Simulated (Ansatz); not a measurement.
An Ansatz (a quantum-chemistry and plane-wave program) input (Kohn–Sham DFT with the LDA functional, run in Ansatz with PAW and 420 eV plane waves, spin-orbit coupling left out):

Ansatz 0.2 input:
```yaml
crystal:
  lattice:
    - [0.0074373855, 2.5646156814, 2.5646156814]
    - [2.5646156814, 0.0074373855, 2.5646156814]
    - [2.5720530669, 2.5720530669, 0]
  atoms:
    - { symbol: Mg, position: [0, 0, 0] }
    - { symbol: S, position: [0.5, 0.5, 0.5] }
basis: { ecutwfc: 420, ecutrho_ratio: 4, xc_grid: 2, fft_grid_basis: typed }
kpoints: { mp_grid: { grid: [11, 11, 11] } }
hamiltonian:
  xc: lda
  dispersion: none
  pseudopotentials: { kind: paw }
scf: { occupations: { method: fermi_dirac, width: 0.05 }, convergence: { dr2_threshold: 0.0000000002 } }
relax: { f_tol: 0.005, max_steps: 50 }
output: { forces: true, stress: true }
checkpoint: { write: state.ck, write_every: 1000 }
```

**Question.** Which symmetry and how many k-points will the program report, and about how many plane waves at Γ?

**Answer.** Space group Immm (ITA 71) with 8 operations, k-points 216 of 1331, and 645 plane waves at Γ.

The cells carry an imposed strain or load. Whether these cells are dynamically stable was not tested. The cell was made from MgS in the rock salt structure (space group Fm-3m, No. 225) by this change: tensor shear ε_xy = +0.29 %.
